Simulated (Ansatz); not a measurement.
## Hypothetical P-3m1 Ba3As2, response to strain

The reference is Ba3As2 (space group P-3m1, No. 164; a = 5.590 Å, c = 7.111 Å; a hypothetical phase, not in the database extracts checked). Axes: x lies along a and z along c of the hexagonal cell.

Strains are applied to the cell and any free atomic positions relax; under biaxial strain the out-of-plane vector relaxes too; under stress the whole cell relaxes.

Method: Ansatz (an electronic-structure program) PBE, scalar-relativistic without spin-orbit coupling.

Notes on the quantities. energy relative to the base: free energy F; pressure: mean of the normal stresses, compression positive.

| case | energy relative to the base | pressure | volume per atom | band gap | hole mass |
|---|---|---|---|---|---|
| base | 0 meV/atom | 0.00 GPa | 38.49 Å³ | 0.40 eV | 0.14 mₑ along c, 0.86 mₑ across (at Γ) |
| biaxial strain −0.79 %, plane normal [001], relaxed out of plane | – | 0.21 GPa | 38.39 Å³ | 0.49 eV | 0.16 mₑ out of plane, 1.1 mₑ in plane (at Γ) |
| isotropic strain −5.24 % | +106 meV/atom | 6.80 GPa | 32.75 Å³ | 0.10 eV | 2.3 mₑ along c, 0.50 mₑ across (at H) |
| uniaxial strain ε_xx = +2.72 % | +4.3 meV/atom | -0.83 GPa | 39.53 Å³ | 0.38 eV | 0.13 mₑ along k, 0.82 mₑ across (at Γ) |
| uniaxial strain ε_yy = +0.46 % | +0.1 meV/atom | -0.15 GPa | 38.66 Å³ | 0.40 eV | 0.14 mₑ along k, 0.85 mₑ across (at Γ) |
| uniaxial strain ε_zz = +4.57 % | +5.8 meV/atom | -0.95 GPa | 40.24 Å³ | 0.66 eV | 0.16 mₑ along z, 1.6 mₑ across (at Γ) |
| tensor shear ε_yz = +3.99 % | +15 meV/atom | -0.01 GPa | 38.42 Å³ | 0.37 eV | 0.71 mₑ along x, 0.90 mₑ along y, 0.14 mₑ along z (at Γ) |
| uniaxial stress, 5 GPa compression along z | +44 meV/atom | – | 36.54 Å³ | zero | – |

The mesh was chosen for an insulator and is coarse for the gapless case. Effective masses come from finite differences of ±0.01 Å⁻¹. Along k means along the line from Γ to the band edge. Stability under load was not tested beyond the relaxation. All final runs are without spin polarisation. A zero or small gap of Ba3As2 under isotropic strain −5.24 % and Ba3As2 under uniaxial stress, 5 GPa compression along z can be the functional's error rather than a property of the material.
